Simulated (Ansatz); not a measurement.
Consider Ti in the hcp (Mg type) structure (space group P6_3/mmc, No. 194).

```yaml
crystal:
  lattice:
    - [2.93914, 0.00000, 0.00000]
    - [-1.46957, 2.54537, 0.00000]
    - [0.00000, 0.00000, 4.65010]
  atoms:
    - { symbol: Ti, position: [0.33333, 0.66667, 0.75000] }
    - { symbol: Ti, position: [0.66667, 0.33333, 0.25000] }
```

Method: PBE in Ansatz (plane waves to 420 eV, PAW, spin-orbit coupling left out).

For the base:

```
Item                   Value
-------------------  -------
Lattice parameter a  2.939 Å
c/a ratio              1.582
```

Now apply this change: Sc takes the place of Ti on all its sites, then cell and atoms are relaxed.

Estimate the effect on the lattice parameter a.

The lattice parameter a goes up by 0.380 Å to 3.319 Å.

What happens to the c/a ratio?

The c/a ratio falls by 0.026 to 1.556.

No phonon test of stability was made. All final runs are without spin polarisation.

Ansatz is a program for electronic structure.
